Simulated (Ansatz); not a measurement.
Functionals compared on the (11-22) surface of hcp Co, ferromagnetic in its 1x1 cell, outermost plane spacing 1.06 Å in the ideal cut, in Ansatz (plane waves, PAW). The structure was relaxed with PBE; the other rows are single points on it, each with its references at the same level. Cutoff 420 eV.

Slab: 20 atoms, 9.5 Å thick at the start (thin: gaps and levels are the slab's own); k 9x8x1, smearing 0.1 eV, dipole-corrected; all atoms relaxed; symmetry of the start imposed; spin-polarised, no spin-orbit, no U. These notes are the PBE run's.

```csv
functional,surface energy (J/m²),work function of the top face (eV),magnetic moment of the cell (μB),rough cost of the single point
PBE,2.62,4.48,33.84,–
LDA,3.29,4.83,33.09,about 40 core-minutes (a rough figure)
PBEsol,3.06,4.57,33.79,about 21 core-minutes (a rough figure)
RPBE,2.34,4.30,34.04,roughly 19 core-minutes
```

Ansatz is an electronic-structure program.
